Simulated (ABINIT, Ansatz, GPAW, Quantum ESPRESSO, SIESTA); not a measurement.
## Rh (Fm-3m, 1 atom in the cell) computed with different codes at matched settings

Self-consistent single point.

```
CELL_PARAMETERS angstrom
      0.00000     1.90000     1.90000
      1.90000     0.00000     1.90000
      1.90000     1.90000     0.00000
ATOMIC_POSITIONS crystal
  Rh 0.00000 0.00000 0.00000
```

All programs got the same cell, k-point mesh and kind of occupations (in Ansatz's words: kpoints.mp_grid.grid = 15 15 15; scf.occupations.method = gaussian; scf.occupations.width = 0.2 eV); potentials, basis and cutoffs are each program's usual ones.

```
code                                                                                                                                model  pressure (GPa)  k-points       cutoff
----------------  -----------------------------------------------------------------------------------------------------------------------  --------------  --------  -----------
SIESTA            GGA PBE, numerical atomic orbitals DZP, PseudoDojo PBE standard norm-conserving potentials (rewritten from UPF to PSML)            6.11      1688  grid 350 Ry
Quantum ESPRESSO                                                                        PBE, SSSP 1.1.2 efficiency (PBE) pseudopotentials            6.15       120        60 Ry
Ansatz                                                                                                             PBE, default PAW files            6.49       120      default
ABINIT                                                                                                        PBE, PAW (JTH v2.0 PBE PAW)            6.54       120        21 Ha
GPAW                                                                                         PBE, GPAW PAW datasets PBE (gpaw-data 1.0.1)            8.57       120       600 eV
```

The spread over the programs that give each value: pressure within 2.46 GPa.

The starting cell has typed, rounded lattice constants, without a prior relaxation at this level. On Ansatz's run: Spin polarisation is off. In the base run, with a pressure of about 7 GPa the cell is away from its equilibrium volume at this level.

Task: Why do the programs differ, and what cannot be compared?

Result: Differences of this kind can come from the potentials, where these differ, and from what each basis and cutoff leave unconverged. The valence holds different numbers of electrons (SIESTA 17, Quantum ESPRESSO 17, Ansatz (a quantum-chemistry and plane-wave program) 17, ABINIT 17, GPAW 15). The zero of total energies and Fermi levels follows the potentials and each program's conventions, so they are not compared here. SIESTA uses small atom-centred bases, whose incompleteness enters pressures, forces and empty levels differently from a plane-wave cutoff. Ansatz's pressure is given at a fixed set of plane waves, as the other plane-wave codes print theirs; with its correction for the finite basis it is 6.61 GPa. The programs reduce the same mesh by symmetry to different extents, which changes the work and not the result. In the pressure, GPAW (by 2.05) lies more than 1 GPa from the median of the plane-wave programs.

Left out of this page: Elk and FLEUR (not drawn, or without a comparable value).

Keys are those of Ansatz 0.2.
